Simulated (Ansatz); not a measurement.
1T (CdI2-type) MnBr2 was calculated with PBEsol in Ansatz (plane waves, PAW).

Run with plane-wave cutoff 520 eV, 12×12×6 k mesh (along the axes of the cell as run), Fermi–Dirac smearing 0.01 eV, spin-polarised with parallel moments, scalar-relativistic PAW data made under PBE.

Equation-of-state points:

| V (Å³/atom) | E − E_lowest (meV/atom) | P (GPa) |
|---|---|---|
| 26.124 | 1.11 | 0.376 |
| 26.669 | 0.25 | 0.153 |
| 27.213 | 0.00 | 0.001 |
| 27.757 | 0.14 | -0.092 |
| 28.301 | 0.50 | -0.127 |

Estimate the bulk modulus from the pressures at 26.669 and 27.757 Å³/atom, and compare it with a fit to all energies.

B = −V dP/dV. Between V = 26.669 and 27.757 Å³/atom, dP/dV = (-0.092 − (0.153))/(27.757 − 26.669) = -0.225 GPa per Å³/atom; at the midpoint 27.213 Å³/atom this gives B ≈ 6.13 GPa. The third-order Birch–Murnaghan fit gives V0 = 27.238 Å³/atom, B0 = 5.64 GPa, B′ = 24.9, which lies 8 % below that estimate.

Shape and atoms are relaxed at each volume.

Note: the magnetic order was assumed, not searched for or taken from measurement; the cell comes from a level without a dispersion term, which matters for the spacing of layers, chains or molecules; the bulk modulus comes from volumes at which shape and atoms were relaxed; the cell has widely spaced layers and the level no dispersion term, so their spacing and the moduli can rest on weak binding.

The result took very roughly 19 core-minutes.

Ansatz is a quantum-chemistry and plane-wave program.
